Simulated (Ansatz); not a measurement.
Abridged Ansatz (a program for electronic structure) output:

```
Pseudopotential: Cu, paw, valence charge 19
Crystal: 1 atoms, lattice volume = 11.315 Å³
Basis set: ecut = 420 eV, 229 PW (Γ), exchange–correlation on 36×36×36 points (8 copies of the dense FFT grid, shifted against one another)
Bands: 14, of which v1, the nominal top of the filled ones, is band 10 counted from 1 (9 counted from 0)
Symmetry: 48 space group operations
k-points: 328 of 10648
Functional: x = pbesol(κ = 0.804, μ = 0.12345679012345678), c = pbesol(β = 0.046)
SCF iter   1: F=—  HF=-6588.780840 eV  |F-HF|=—  |Δ(HF+E_count)|=         —  Δρ=2.03e-2  dr2=2.39e-2  ethr=1.77e-3  ⟨swp⟩=5.7  Hψ=23212  notcnv=0
SCF iter   2: F=—  HF=-6588.775127 eV  |F-HF|=—  |Δ(HF+E_count)|=   5.71e-3  Δρ=9.67e-4  dr2=4.66e-5  ethr=1.26e-4  ⟨swp⟩=2.8  Hψ=9883  notcnv=0  defer=91
SCF 1 converged in 6 iterations: F = -6588.775130 eV  dr2 = 4.67e-13
SCF converged after 6 iterations
Free energy (F): -6588.775130 eV
Internal energy: -6588.773090 eV  (E = F + TS)
E sigma→0 (E₀):  -6588.774110 eV
Entropy (-TS):   -0.002040 eV (-2.040 meV/atom)
Fermi energy:    17.525151 eV
--- Forces (eV/Å), atoms counted from 1 ---
  atom   1  Cu    -0.00000000     0.00000000     0.00000000
--- Stress (GPa, compression-positive) ---
        0.000766       0.000000       0.000000
        0.000000       0.000766       0.000000
        0.000000      -0.000000       0.000766
  P = ⅓ Tr σ = 0.0008 GPa (0.008 kbar)
```

**Question.** What was computed, and what are the main results?

**Answer.** Cu, 1 atom in the cell, with plane-wave PAW DFT at the PBEsol level (Ansatz, 420 eV), no spin-orbit coupling. The last SCF converged to F = -6588.775130 eV, or -6588.7751 eV per atom, at a pressure of 0.00 GPa. The total energy compares only with runs of the same code, potentials and settings.

Stability against distortions was not tested. The final runs are not spin-polarised. The cell is Cu in the fcc (Cu type) structure (space group Fm-3m, No. 225).
